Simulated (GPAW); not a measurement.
GPAW run on LiAg3 (P6_3/mmc, 8 atoms in the cell): self-consistent single point.

Method: LDA (Perdew-Wang 92), GPAW PAW datasets LDA (gpaw-data 1.0.1) (plane waves; GPAW).

The change in words: lattice scaled by 0.98. Reference geometry:
```
LiAg3
1.0
    5.74089     0.00000     0.00000
   -2.87045     4.97176     0.00000
    0.00000     0.00000     4.65837
Li Ag
2 6
Direct
  0.33333   0.66667   0.75000
  0.66667   0.33333   0.25000
  0.16807   0.33614   0.25000
  0.83193   0.66386   0.75000
  0.83193   0.16807   0.75000
  0.16807   0.83193   0.25000
  0.66386   0.83193   0.25000
  0.33614   0.16807   0.75000
```

Reference input (self-consistent single point, DFT LDA (Perdew-Wang 92), plane waves, GPAW PAW datasets LDA (gpaw-data 1.0.1)): mode = pw; ecut = 600 eV; xc = LDA; kpts = 5 5 5; mesh shift (steps) = 0 0 0; occupations.name = fermi-dirac; occupations.width = 0.136 eV; nbands = -14; symmetry.symmorphic = false; symmetry.tolerance = 0.0005; maxiter = 120. This run's input differs from it in these lines:

```diff
@@ -5,5 +5,5 @@
 atoms = Atoms(['Li', 'Li', 'Ag', 'Ag', 'Ag', 'Ag', 'Ag', 'Ag'],
-              cell=[[5.740890, 0.000000, 0.000000],
-                    [-2.870445, 4.971757, 0.000000],
-                    [0.000000, 0.000000, 4.658370]],
+              cell=[[5.626072, 0.000000, 0.000000],
+                    [-2.813036, 4.872322, 0.000000],
+                    [0.000000, 0.000000, 4.565203]],
               scaled_positions=[[0.333333, 0.666667, 0.750000],
```

Log, with long lists cut:

```
     iter     time        total  log10-change:
                         energy   eigst   dens
iter:   1 --:--:--   -32.474232
iter:   2 --:--:--   -31.453811   -2.00  -1.37
iter:   3 --:--:--   -29.056834   -1.34  -1.42
iter:   4 --:--:--   -28.897279   -3.43  -2.02
iter:   5 --:--:--   -28.878662   -2.37  -2.07
iter:   6 --:--:--   -28.792384   -2.79  -2.18
iter:   7 --:--:--   -28.776402   -3.79  -2.63
iter:   8 --:--:--   -28.774547c  -4.40  -2.98
iter:   9 --:--:--   -28.774341c  -5.62  -3.24
iter:  10 --:--:--   -28.774238c  -5.42  -3.26
iter:  11 --:--:--   -28.774243c  -7.11  -4.09c
iter:  12 --:--:--   -28.774243c  -8.13c -4.19c
Converged after 12 iterations.

Dipole moment: (0.000000, -0.000000, -0.000000) |e|*Ang

Energy contributions relative to reference atoms: (reference = -867186.411112)

Kinetic:        -12.280523
Potential:       +6.281568
External:        +0.000000
XC:             -23.551260
Entropy (-ST):   -0.163440
Local:           +0.857693
SIC:             +0.000000
--------------------------
Free energy:    -28.855963
Extrapolated:   -28.774243

Showing only first 2 kpts
 Kpt  Band  Eigenvalues  Occupancy
  0    50      6.77225    1.46026
  0    51      6.93998    0.88153
  0    52      6.93999    0.88151
  0    53      8.23302    0.00012

  1    50      6.84630    1.22165
  1    51      6.95538    0.82616
  1    52      6.95538    0.82614
  1    53      8.21564    0.00013

Fermi level: 6.90761

No gap
   [... lines left out ...]
  2 Ag   -0.00000    0.01798    0.00000
  3 Ag    0.00000   -0.01798    0.00000
  4 Ag   -0.01557    0.00899   -0.00000
  5 Ag    0.01557   -0.00899    0.00000
  6 Ag   -0.01557   -0.00899    0.00000
  7 Ag    0.01557    0.00899    0.00000

Stress tensor:
     0.012004    -0.000000     0.000000
    -0.000000     0.012004     0.000000
     0.000000     0.000000     0.006691
Stress (GPa, Voigt): [ 1.9232  1.9232  1.072   0.      0.     -0.    ]
```

The run converged in 12 iterations. GPAW prints stress with tension positive. Against the reference run the free energy goes down by 24.6 meV/atom, the pressure goes from -6.24 to -1.64 GPa and the largest force goes from 0.050 to 0.018 eV/Å.

The starting cell comes from a database of computed structures (which also holds hypothetical and non-ambient phases and stackings), without a prior relaxation at this level. For this run, on top of that: lattice scaled by 0.98.

Cost on one core of a shared machine: roughly 90 s.
